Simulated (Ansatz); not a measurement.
The starting structures come from a database of crystals and need not be the phases stable at ambient conditions.

 Where the default PAW files enter, the runs use the earlier of Ansatz's two default sets.

Input:

```
K2NaYF6
1.0
    6.30497     0.00000     0.00000
    0.00000     6.30497     0.00000
    3.15248    -3.15248     4.45829
K Na Y F
2 1 1 6
Direct
  0.25000   0.25000   0.50000
  0.75000   0.75000   0.50000
  0.50000   0.50000   0.00000
  0.00000   0.00000   0.00000
  0.24440   0.24440   0.00000
  0.75560   0.75560   0.00000
  0.75560   0.24440   0.00000
  0.24440   0.75560   0.00000
  0.75560   0.24440   0.48880
  0.24440   0.75560   0.51120
```

Space group of this cell: Fm-3m. The cell is taken as given; by r2SCAN its mean pressure is -2.7 GPa.

Transport runs along the normal of the first two printed cell vectors, the (001) plane of the conventional cell.

The gap is the functional's own. No spin-orbit coupling. Mid-gap values are interpolated on the energy grid.

Question: Compute, with Ansatz (a first-principles code) with r2SCAN, the band gap and the smallest decay constant κ at mid-gap.

Answer: Gap 7.06 eV on a 8×8×8 mesh; κ = 0.563 1/Å, at the zone centre.
